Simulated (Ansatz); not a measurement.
The starting structures come from a database of crystals and need not be the phases stable at ambient conditions.

```
CELL_PARAMETERS angstrom
      3.91120     0.00000     0.00000
      1.95560    15.15551     0.00000
      0.00000     0.50468     3.87850
ATOMIC_POSITIONS crystal
  K  0.29230 0.41540 0.29230
  K  0.70770 0.58460 0.70770
  La 0.42840 0.14320 0.42840
  La 0.57160 0.85680 0.57160
  Ti 0.13990 0.72020 0.13990
  Ti 0.86010 0.27980 0.86010
  Ti 0.00000 0.00000 0.00000
  O  0.80140 0.39720 0.80140
  O  0.19860 0.60280 0.19860
  O  0.37350 0.25300 0.87350
  O  0.62650 0.74700 0.12650
  O  0.87350 0.25300 0.37350
  O  0.12650 0.74700 0.62650
  O  0.93580 0.12840 0.93580
  O  0.06420 0.87160 0.06420
  O  0.00000 0.00000 0.50000
  O  0.50000 0.00000 0.00000
```

Space group of this cell: I4/mmm. The cell is taken as given; by r2SCAN its mean pressure is -3.8 GPa.

Transport runs along the normal of the first two printed cell vectors, the (101) plane of the conventional cell.

No gap correction and no spin-orbit coupling; mid-gap values are interpolated between computed energies.

Question: Predict the band gap and the smallest decay constant κ at mid-gap from Ansatz (an electronic-structure program) with r2SCAN.

Answer: Gap 2.46 eV on a 8×8×8 mesh; κ = 0.282 1/Å, at (0.000, 0.500) of the in-plane reciprocal vectors. At the zone centre, at the nearest computed energy, the slowest state has κ = 0.28 1/Å.
